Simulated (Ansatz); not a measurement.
The parent structure is SnSe2 in the CdI2 type structure (space group P-3m1, No. 164; a = 3.840 Å, c = 6.006 Å; layered, stacked along the Cartesian z axis).

Now apply this change: cell and atoms relaxed at a pressure of 3 GPa.

Levels (all Ansatz, a program for electronic structure, PAW): PBE-D3(BJ) (420 eV, no SOC); r2SCAN (500 eV, without spin-orbit coupling).

The geometry is relaxed with PBE-D3(BJ).

- PBE-D3(BJ) band gap: zero
- PBE-D3(BJ) gap character: absent

Problem. Predict the band gap and gap character from r2SCAN.

Solution. The band gap goes from zero to 0.26 eV; the gap character goes from absent to indirect, K–Γ (79 % along) → k = (0, 0.400, 1/3) in the run's primitive reciprocal basis.

Single points use the geometry relaxed with PBE-D3(BJ). Their cutoffs differ, which shifts pressures a little. A case with no gap was solved on a k-mesh chosen for an insulator, which is coarse for it. Load acts through the strain it causes; cell and atoms are relaxed under it. Whether these cells are dynamically stable was not tested. All final runs are without spin polarisation. The zero or small gap of SnSe2 under pressure 3 GPa can change with the level of theory.
